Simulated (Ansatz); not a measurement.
Candidates (primitive cells; geometry: relaxed with this functional, without spin-orbit coupling):
A. NbZn₃ (Pm-3m), a = 3.8772 Å, b = 3.8772 Å, c = 3.8772 Å, α = 90.00°, β = 90.00°, γ = 90.00°
B. LiZn (Fd-3m), a = b = c = 4.2808 Å, α = β = γ = 60.00°
C. CuZn (Pm-3m), a = b = c = 2.907 Å, α = β = γ = 90.00°
D. YZn (Pm-3m), a = 3.520 Å, b = 3.520 Å, c = 3.520 Å, α = 90.00°, β = 90.00°, γ = 90.00°
E. TiZn3 (Pm-3m), a = b = c = 3.855 Å, α = β = γ = 90.00°

Question: Order them by resistivity at 300 K (highest first) at the level PBEsol, DFPT electron-phonon coupling, linearised Boltzmann equation run with Ansatz (a program for electronic structure).

Answer: D (67 μΩ·cm), E (22 μΩ·cm), A (10.9 μΩ·cm), B (7.2 μΩ·cm), C (4.4 μΩ·cm)

Metals; harmonic phonons alone scatter; means over directions. Halving the electron mesh moves these values by up to 9 %; q meshes are mostly untested. Some of the runs warned that the eigensolver left states short of its tolerance. Spin-orbit coupling is left out.

Formula and space group known from diffraction (Crystallography Open Database), not checked to be the room-temperature form: NbZn3 (Pm-3m), TiZn3 (Pm-3m), YZn (Pm-3m).
